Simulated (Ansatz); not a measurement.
Ru₃Si (model structure, started from the A15 type, Pm-3n, No. 223, 8 atoms in the cell) was calculated with PBE (Ansatz, a first-principles code, PAW).

Settings: plane-wave cutoff 520 eV, 12×12×12 k mesh, Fermi–Dirac smearing 0.05 eV, no spin polarisation, scalar-relativistic PAW data made under PBE.

Cell (relaxed at this level):

```xyz
8
Lattice="4.7949 0.0000 0.0000 0.0000 4.7949 0.0000 0.0000 0.0000 4.7949" Properties=species:S:1:pos:R:3 pbc="T T T"
Ru     1.1987     0.0000     2.3975
Ru     3.5962     0.0000     2.3975
Ru     0.0000     2.3975     1.1987
Ru     0.0000     2.3975     3.5962
Ru     2.3975     1.1987     0.0000
Ru     2.3975     3.5962     0.0000
Si     0.0000     0.0000     0.0000
Si     2.3975     2.3975     2.3975
```

Task: What does this level give for the bulk modulus?

Result: 
- bulk modulus = 258 GPa

Note: the run has no spin polarisation, so it can have missed a magnetic state; the bulk modulus is −V dP/dV from two relaxed cells at ±2 % in volume; the relaxation could raise the start's symmetry but not lower it, so the cell can be a saddle point.

Cost on a shared machine: around 4 core-minutes (rough).

A model structure was made by putting elements into a prototype or built by hand; it is no filed structure, need not be a known phase, and can be a saddle point held by its symmetry.
